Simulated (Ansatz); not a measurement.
## CdSe (model structure, started from the beta GaS type, P6₃/mmc, No. 194, 8 atoms in the cell): properties by level of theory

| level (code) | lattice constant a (Å) | c axis length (Å) |
|---|---|---|
| PBE (Ansatz) | [?] | [?] |
| PBEsol (Ansatz) | 4.368 | [?] |
| PBE-D3(BJ) (Ansatz) | 4.391 | 14.448 |

Q: What belongs in the gaps?

A: 
- PBE (Ansatz, a program for electronic structure), lattice constant a (Å): 4.464
- PBE (Ansatz), c axis length (Å): 16.113
- PBEsol (Ansatz), c axis length (Å): 14.959

Ansatz's density-functional and Hartree–Fock values are scalar-relativistic unless marked +SOC, with PAW data made under PBE.

The computed numbers hold no vibrational or temperature effects.

A model structure was made by putting elements into a prototype or built by hand; it is no filed structure, need not be a known phase, and can be a saddle point held by its symmetry.
